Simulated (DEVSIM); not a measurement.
System: Ru/Si3N4/n-GaAs capacitor, at 300 K.

Layer 1 from the left is Si3N4, thickness (nm) 22.0. Layer 2 from the left is GaAs, thickness (nm) 16000, Nd (cm⁻³) 1.6e15.

Metal gate on the left, work function 4.7 eV. Fixed charge at the semiconductor interface 0 cm⁻² (in units of +e); no interface traps.

Constants are typed, rounded textbook-type inputs, not results; the design itself was drawn at random and stands for no fabricated device. Values at 300 K.

Si3N4: gap (eV) 5.1, affinity (eV) 2.1, permittivity 7.5. GaAs: gap (eV) 1.424, affinity (eV) 4.07, permittivity 12.9, Nc (cm⁻³) 4.7e17, Nv (cm⁻³) 9e18.

Problem. Estimate by hand the flat-band voltage, the threshold voltage, and compare with a numerical solution.

Solution. 
- Flat-band voltage: C = 0.302 μF/cm², work-function difference 0.483 V; VFB = φms − qNf/C = 0.48 V; numerical 0.48 V.
- Threshold voltage: φF = 0.527 V, depletion charge √(4εqNφF) = 2.48e-8 C/cm²; VT = VFB − 2φF − Qd/C = -0.65 V; numerical -0.65 V.

Simulated with DEVSIM: 1D Poisson equation in equilibrium, Boltzmann statistics, complete ionisation; no quantum confinement or tunnelling. Metal contacts follow the ideal Schottky-Mott rule: no Fermi-level pinning, no interface dipoles.
